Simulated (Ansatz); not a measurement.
## Hypothetical ReO3 type CoCl3: response to strain

The reference is CoCl$_{3}$ in the ReO3 type structure (space group Pm-3m, No. 221; a = 4.659 Å; ferromagnetic; a hypothetical phase, not in the database extracts checked; relaxed with 0.1 eV smearing). Axes: x, y, z lie along the cube axes.

Strains are applied to the cell and any free atomic positions relax; under biaxial strain the out-of-plane vector relaxes too.

Method: PBE (Ansatz, a program for electronic structure; PAW; 420 eV plane waves; no spin-orbit coupling).

Candidates:
(a) biaxial strain +1.80 %, plane normal [110], relaxed out of plane
(b) biaxial strain −1.95 %, plane normal [110], relaxed out of plane
(c) uniaxial strain ε_yy = −4.70 %
(d) tensor shear ε_xy = −1.44 %

Notes on the quantities. energy relative to the base: free energy F.

Problem. Order them by energy relative to the base, highest first.

Solution. (c) uniaxial strain ε_yy = −4.70 % (+15 meV/atom), (b) biaxial strain −1.95 %, plane normal [110], relaxed out of plane (+4.4 meV/atom), (a) biaxial strain +1.80 %, plane normal [110], relaxed out of plane (+3.5 meV/atom), (d) tensor shear ε_xy = −1.44 % (+1.2 meV/atom)

Whether these cells are dynamically stable was not tested. No Hubbard U is applied and the magnetic state is the run's own (CoCl3 ferromagnetic); other magnetic orders, which need larger cells, were not tried and can change the gap.
